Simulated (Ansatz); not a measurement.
The reference is ZnSe in the zinc blende structure (space group F-43m, No. 216; a = 5.633 Å). Axes: x, y, z lie along the cube axes.

Computed with PBEsol, PAW, 420 eV (Ansatz, a first-principles code; no spin-orbit coupling).

Strains are applied to the cell and any free atomic positions relax.

One change was made to it. Results:

```tsv
quantity	base	after
pressure (mean of the normal stresses, compression positive)	0.00 GPa	-0.32 GPa
band gap	1.24 eV	1.21 eV
energy relative to the base (free energy F)	0 meV/atom	+0.2 meV/atom
valence-band top at Γ (three highest levels, from the VBM)	0.00, 0.00, 0.00 eV	0.00, 0.00, -0.02 eV
```

Question: Which change produced these results?
A. uniaxial strain ε_zz = +0.50 %
B. uniaxial strain ε_zz = +2.00 %
C. uniaxial strain ε_zz = +3.00 %
D. uniaxial strain ε_zz = +1.50 %
E. uniaxial strain ε_zz = −2.50 %

Answer: A, uniaxial strain ε_zz = +0.50 %. For comparison, the band gap in the other runs: uniaxial strain ε_zz = +2.00 % gives 1.13 eV; uniaxial strain ε_zz = +1.50 % gives 1.16 eV; uniaxial strain ε_zz = −2.50 % gives 1.28 eV; uniaxial strain ε_zz = +3.00 % gives 1.08 eV.

Stability against distortions was not tested.
